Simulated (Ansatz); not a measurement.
The parent structure is Ti in the hcp (Mg type) structure (space group P6_3/mmc, No. 194; relaxed with 0.1 eV smearing).

```
Ti
1.0
    2.86439     0.00000     0.00000
   -1.43219     2.48063     0.00000
    0.00000     0.00000     4.53728
Ti
2
Direct
  0.66667   0.33333   0.75000
  0.33333   0.66667   0.25000
```

All numbers come from LDA/PAW in Ansatz (a program for electronic structure), scalar-relativistic without spin-orbit coupling.

Before the change:

* **Pressure**: 0.0 GPa

It is then changed as follows: every lattice vector is shortened by 0.50 %, atoms relaxed at fixed cell.

How does this affect the pressure and energy relative to the base?

The pressure (mean of the normal stresses, compression positive) goes from zero to 1.9 GPa; the energy grows by 1.4 meV/atom.

The cells carry an imposed strain or load. Stability against distortions was not tested. The final runs are not spin-polarised.
